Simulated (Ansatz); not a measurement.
The starting structures come from a database of crystals and need not be the phases stable at ambient conditions.

 Where the default PAW files enter, the runs use the earlier of Ansatz's two default sets.

Inside the gap of an insulator the Bloch states are evanescent, with a wavenumber k + iκ along the transport direction.

Consider the following.

```
O2Si
1.0
    5.06907     0.00000     0.00000
    0.00000     8.55849     0.00000
    2.53454     0.00000     4.38994
Si O
4 8
Direct
  0.66667   0.06287   0.66667
  0.33333   0.56287   0.33333
  0.66667   0.43713   0.66667
  0.33333   0.93713   0.33333
  0.57874   0.00000   0.00000
  0.00000   0.50000   0.57874
  0.42126   0.00000   0.57874
  0.42126   0.50000   0.00000
  0.00000   0.00000   0.42126
  0.57874   0.50000   0.42126
  0.66667   0.25000   0.66667
  0.33333   0.75000   0.33333
```

Space group of this cell: P6_322. The cell is taken as given.

Transport runs along the normal of the first two printed cell vectors, the (100) plane of the conventional cell.

No gap correction and no spin-orbit coupling; mid-gap values are interpolated between computed energies.

Task: Compute, with r2SCAN run with Ansatz (a program for electronic structure), the band gap and the smallest decay constant κ at mid-gap.

Result: Gap 6.18 eV on a 8×4×8 mesh; κ = 0.519 1/Å, at the zone centre.
